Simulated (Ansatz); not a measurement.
System: interstitial Li in crystalline InGaZnO4 (ordered Ga and Zn layers) (charge state +1). The step: several atoms move together, Li the farthest; the atom moves 1.93 Å along (0.33, -0.33, 0.00) of the unit cell; the moving atom starts with neighbours 3 O at 1.99; 3 Zn at 2.44 Å and ends with O at 1.80, 2 O at 1.97, O at 1.97 Å. A PBE band in Ansatz (plane-wave PAW, one k-point at (0.167, 0.250, 0.250), 189 host sites, 22 SCF runs with any check of the saddle's order, static, no finite-size correction) gives a forward barrier of 0.32 eV. The saddle point's order was not checked, and it lies on a symmetry element of the cell, where a band can be held. The charge state is imposed; whether it is stable for some Fermi level was not computed. Sites that were not tried may lie lower.

Single points at the band's start and saddle point can refine it. Rough cost of one point, in units of the band's mean SCF on the same machine:

```
Level                                                     Cost of one point
--------------------------------------------------------  -----------------
PBE, a 2×2×2 k-point mesh shifted by half a step along c            about 4
r2SCAN at 500 eV, one k-point at (0.167, 0.250, 0.250)              under 2
```

Problem. Which of these move the barrier by more than 0.1 eV, and how far does each move it?

Solution. Not one does. PBE, a 2×2×2 k-point mesh shifted by half a step along c: -0.01 eV; r2SCAN at 500 eV, one k-point at (0.167, 0.250, 0.250): -0.01 eV. Each functional is compared with PBE at the same k-points.

Ansatz is a program for electronic structure.
